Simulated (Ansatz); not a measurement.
System: F vacancy in rock-salt LiF (charge state +1). The step: one F atom jumps into the vacancy from a nearby F site; the atom moves 2.72 Å along (0.00, 0.47, 0.47) of the unit cell; the moving atom starts with neighbours 2 Li at 2.00, 2 Li at 2.03, 2 Li at 2.09 Å and ends with 2 Li at 2.00, 2 Li at 2.03, 2 Li at 2.09 Å. A PBE band in Ansatz (plane-wave PAW, the Γ point alone, 64 host sites, 22 SCF runs with any check of the saddle's order, static, no finite-size correction) gives a forward barrier of 0.71 eV. The saddle point's order was not checked, and it lies on a symmetry element of the cell, where a band can be held. The charge state is imposed; whether it is stable for some Fermi level was not computed. Forms of the defect that were not tried may lie lower.

Single points at the band's start and saddle point can refine it. Rough cost of one point, in units of the band's mean SCF on the same machine:

```tsv
Level	Cost of one point
PBE, a 2×2×2 k-point mesh shifted by half a step	about 6
r2SCAN at 500 eV, the Γ point alone	about 4
```

Problem. Which of these move the barrier by more than 0.1 eV, and how far does each move it?

Solution. Not one does. PBE, a 2×2×2 k-point mesh shifted by half a step: +0.02 eV; r2SCAN at 500 eV, the Γ point alone: +0.02 eV. Each functional is compared with PBE at the same k-points.

Ansatz is a program for electronic structure.
